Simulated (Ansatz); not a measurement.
The starting structures come from a database of crystals and need not be the phases stable at ambient conditions.

By PBEsol, the system below comes out a metal.

A figure of merit of an interconnect metal is its ballistic conductance per area.

Data:

```
CELL_PARAMETERS angstrom
      6.98616     0.00000     0.00000
     -3.49308     6.05019     0.00000
      3.49308     2.01673     2.85209
ATOMIC_POSITIONS crystal
  Ge 0.00000 0.00000 0.00000
  Ge 0.00000 0.50000 0.50000
  Mo 0.75000 0.00000 0.75000
  Mo 0.25000 0.00000 0.25000
  Mo 0.75000 0.25000 0.25000
  Mo 0.25000 0.75000 0.75000
  Mo 0.50000 0.50000 0.25000
  Mo 0.50000 0.50000 0.75000
```

The cell is taken as given; by PBEsol it stands under a pressure of -4.9 GPa.

The current flows along the normal of the first two printed cell vectors, the (111) plane of the conventional cell. No spin-orbit coupling; the value is a mean over 0.1 eV about the Fermi level.

Question: Compute, with PBEsol (Ansatz, a quantum-chemistry and plane-wave program), the ballistic conductance per area.

Answer: 0.79 × 10¹⁵ S/m² for both spins.
